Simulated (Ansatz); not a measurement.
Input and output of a zone-centre phonon calculation for Sr (P6_3/mmc, 2 atoms in the cell) (Ansatz, an electronic-structure program).

Method of the run: LDA (PW92), default PAW files made with PBE (plane waves; Ansatz).

```xyz
2
Lattice="4.2883 0.0000 0.0000 -2.1441 3.7138 0.0000 0.0000 0.0000 7.0234" Properties=species:S:1:pos:R:3 pbc="T T T"
Sr     0.0000     2.4758     1.7559
Sr     2.1442     1.2379     5.2676
```

Reference input (self-consistent single point, DFT, LDA (PW92), plane waves, default PAW files made with PBE): basis.ecutwfc = 420 eV; kpoints.mp_grid.grid = 9 9 5; hamiltonian.xc = lda; hamiltonian.pseudopotentials = {kind: paw} (the program's default PAW files); scf.occupations.method = gaussian; scf.occupations.width = 0.1 eV. This run's input differs from it in these lines:

```diff
@@ -17,6 +17,5 @@
   occupations: { method: gaussian, width: 0.1 }
-output:
-  forces: true
-  eigenvalues: true
-  stress: true
+  convergence: { dr2_threshold: 1.0e-09 eV }
+phonons:
+  method: dfpt
```

Log, with long lists cut:

```
SCF iter   1: F=—  HF=-6888.553396 eV  |F-HF|=—  |Δ(HF+E_count)|=         —  Δρ=3.52e-3  dr2=8.04e-3  ethr=1.77e-3  ⟨swp⟩=8.9  Hψ=17755  notcnv=0
all-band conjugate gradients solve this SCF's bands
automatic band count: the SCF goes on with 18 bands, as 14 were too few: they end inside the smearing window of the response
preconditioner: auto → Kerker (q_TF=auto, 2.048 Å⁻¹)
   [... lines left out ...]
SCF iter   5: F=—  HF=-6888.552936 eV  |F-HF|=—  |Δ(HF+E_count)|=   2.92e-6  Δρ=4.28e-5  dr2=1.85e-6  ethr=4.83e-8  ⟨swp⟩=1.1  Hψ=1243  notcnv=0  defer=1
SCF iter   6: F=—  HF=-6888.552937 eV  |F-HF|=—  |Δ(HF+E_count)|=   1.40e-6  Δρ=4.86e-6  dr2=3.00e-8  ethr=9.24e-9  ⟨swp⟩=2.8  Hψ=1858  notcnv=0  defer=1
SCF iter   7: F=—  HF=-6888.552937 eV  |F-HF|=—  |Δ(HF+E_count)|=   9.38e-9  Δρ=1.54e-6  dr2=3.44e-9  ethr=1.50e-10  ⟨swp⟩=2.5  Hψ=1826  notcnv=0  defer=1
SCF iter   8: F=-6888.552937 eV  HF=-6888.552937 eV  |F-HF|=1.32e-10  |Δ(HF+E_count)|=  8.13e-10  Δρ=4.09e-7  dr2=2.33e-10  ethr=5.00e-12  ⟨swp⟩=13.1  Hψ=8246  notcnv=0
SCF 1 converged in 8 iterations: F = -6888.552937 eV  dr2 = 2.33e-10
DFPT response loops at Γ: preconditioner auto → Kerker (q_TF=auto, 2.048 Å⁻¹) (partly filled bands, converged f_vac=0.000) …
Free energy (F): -6888.552937 eV
Internal energy: -6888.539433 eV  (E = F + TS)
E sigma→0 (E₀):  -6888.546185 eV
Entropy (-TS):   -0.013505 eV (-6.752 meV/atom)
Fermi energy:    4.773052 eV
--- Phonons (Γ-DFPT): 2 representative perturbations + reference, on 75 of 405 k-points (Σ response iterations 9) ---
  k mesh reduced under 4 symmetry operations, with k and −k counted as one. Each operation leaves every solved displacement unchanged or reverses it
  ASR residual: 2.040e-4 → 0.000e0 eV/Å²; symmetrization residual: 3.403e-15 eV/Å²
  ASR residual per site (eV/Å²): 2.04e-4 2.04e-4
  Γ frequencies (cm⁻¹): 0.00 0.00 0.00 42.02 42.02 79.30
  non-analytic LO–TO correction: not included (Born effective charges unavailable; polar crystals: no LO–TO splitting at Γ)
```

The run converged in 8 iterations. 

Summary of the result:
| Property | Result |
|---|---|
| Free energy E − TS (on the zero of these files) | -6888.5529 eV |
| Fermi level (on the code's own zero) | 4.77 eV |
| Zone-centre frequencies (cm⁻¹; negative means imaginary) | 0, 0, 0, 42, 42, 79 |

The starting cell comes from a database of computed structures (which also holds hypothetical and non-ambient phases and stackings), without a prior relaxation at this level. Its lattice was rescaled by up to half a per cent.

Keys are those of Ansatz 0.2.
